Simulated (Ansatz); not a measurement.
The parent structure is InP (space group P4_2/mnm, No. 136; a = 7.1750 Å, c = 4.1627 Å; a hypothetical phase, not in the database extracts checked). Axes: x, y, z lie along a, b, c of the conventional cell.

One thing is altered: uniaxial stress, 8 GPa compression along z; all other stress components relax to zero.

Levels (all Ansatz, a quantum-chemistry and plane-wave program, PAW): PBEsol (420 eV, no SOC); r2SCAN (500 eV, no spin-orbit coupling); HSE06 (420 eV, no spin-orbit coupling).

One geometry, relaxed with PBEsol, under each level:

```json
[
 {"level": "PBEsol", "band gap": "0.33 eV", "lowest conduction level above the VBM at special points": "Γ 0.33 eV; A 0.35 eV; R 1.54 eV; Z 1.62 eV", "pressure": "2.67 GPa"},
 {"level": "r2SCAN", "band gap": "0.73 eV", "lowest conduction level above the VBM at special points": "Γ 0.85 eV; A 0.73 eV; R 1.86 eV; Z 1.94 eV", "pressure": "3.81 GPa"},
 {"level": "HSE06", "band gap": "?", "lowest conduction level above the VBM at special points": "?", "pressure": "–"}
]
```

Question: Give the withheld HSE06 results.

Answer: 
- HSE06, band gap: 1.12 eV
- HSE06, lowest conduction level above the VBM at special points: Γ 1.20 eV; A 1.12 eV; R 2.30 eV

Single points use the geometry relaxed with PBEsol. Their cutoffs differ, which shifts pressures a little. Load acts through the strain it causes; cell and atoms are relaxed under it. Stability under load was not tested beyond the relaxation.
